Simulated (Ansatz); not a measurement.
This Ansatz (a first-principles code) input is the reference run, ZrSe2 in the CdI2 type structure (space group P-3m1, No. 164; layered, stacked along the Cartesian z axis), computed with plane-wave PAW DFT at the PBE-D3(BJ) level (Ansatz, 420 eV), no spin-orbit coupling:

Ansatz 0.2 input:
```yaml
crystal:
  lattice:
    - [3.7350753215, 0, 0]
    - [-1.8675376607, 3.2346701135, 0]
    - [0, 0, 6.0315397585]
  atoms:
    - { symbol: Zr, position: [0, 0, 0] }
    - { symbol: Se, position: [0.3333333333, 0.6666666667, 0.2650695506] }
    - { symbol: Se, position: [0.6666666667, 0.3333333333, 0.7349304494] }
basis: { ecutwfc: 420, ecutrho_ratio: 4, xc_grid: 2, fft_grid_basis: typed }
kpoints: { mp_grid: { grid: [14, 14, 8] } }
hamiltonian:
  xc: pbe
  dispersion: d3bj
  pseudopotentials: { kind: paw }
scf: { occupations: { method: fermi_dirac, width: 0.05 }, convergence: { dr2_threshold: 0.0000000003 } }
output: { forces: true, stress: true }
checkpoint: { write: state.ck, write_every: 1000 }
```

**Question.** Write the input for this change: tensile biaxial strain of 2.50 % in the plane normal to [001], as in epitaxy on a mismatched substrate; the out-of-plane cell vector and the atoms relax.

**Answer.** 
Ansatz 0.2 input:
```yaml
crystal:
  lattice:
    - [3.8284522046, 0, 0]
    - [1.9142261023, 3.3155368663, 0]
    - [0, 0, 5.9561455115]
  atoms:
    - { symbol: Zr, position: [0, 0, 0] }
    - { symbol: Se, position: [0.3333333333, 0.3333333333, 0.2650695506] }
    - { symbol: Se, position: [0.6666666667, 0.6666666667, 0.7349304494] }
basis: { ecutwfc: 420, ecutrho_ratio: 4, xc_grid: 2, fft_grid_basis: typed }
kpoints: { mp_grid: { grid: [14, 14, 8] } }
hamiltonian:
  xc: pbe
  dispersion: d3bj
  pseudopotentials: { kind: paw }
scf: { occupations: { method: fermi_dirac, width: 0.05 } }
relax: { f_tol: 0.005, max_steps: 50, cell: { stress_tol: 0.01, fix: [a, b, gamma] } }
output: { forces: true, stress: true }
checkpoint: { write: state.ck, write_every: 1000 }
```
This is the input that was run; other choices of cell and start would serve too.

Whether these cells are dynamically stable was not tested. The final runs are not spin-polarised.
